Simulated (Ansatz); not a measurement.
# Lu: strain along the normal

Lu (hcp, P6_3/mmc, 27.551 Å³/atom at rest, c along z) under an equal strain ε in the (0001) plane with the normal axis free, as in a coherent film. PBEsol in Ansatz, a plane-wave DFT program (PAW, default set), 420 eV, 19×19×11 Γ-centred mesh, Fermi-Dirac smearing 0.10 eV; ions are relaxed within the symmetry of each cell.

Here s stands for strain and y for normal strain.

```
strain (%)  normal strain (%)
----------  -----------------
-3.00                       ?
-1.50                    0.75
-1.00                    0.50
-0.50                    0.25
0.00                     0.00
0.50                    -0.23
1.00                    -0.46
1.50                    -0.68
```

Task: Fit y against s with a straight line, and predict the withheld value at s = -3.00.

Result: Means: s 0, y 0.019. About the means, the sum of products is -3.3450 and the sum of squares of s is 7.0000; the slope is their ratio. Least squares gives y = 0.019 - 0.4779·s. Residuals (row less fit): 0.014, 0.003, -0.008, -0.019, -0.010, -0.001, 0.018; standard error 0.015 (degrees of freedom: 5). The slope, -0.48 ± 0.01, is the elastic response of the normal axis, −2C13/C33. At the withheld row, y = 0.019 - 0.4779 × (-3.0) = 1.453%. The calculation gives 1.60%, 0.147% above the prediction (6.4 % of the range of y in the table). The row lies outside the fitted rows, so this is an extrapolation. From the scatter of the fitted rows alone, a prediction at this place has a standard error of 0.023%, so the miss is 6.4 times that.

One order more, fitted to all 13 runs of the series, follows each within 0.01, so the miss is the next term of a smooth law. In a metal these values are sensitive to mesh and smearing; energies are taken to zero smearing, stresses follow the free energy. Rows are the converged runs of the series near zero and its far end; series whose fitted rows scatter by over a few per cent of the range, as at a crossing or softening among them, aren't shown in this form. Most that stay on the fit to the last digits aren't either.
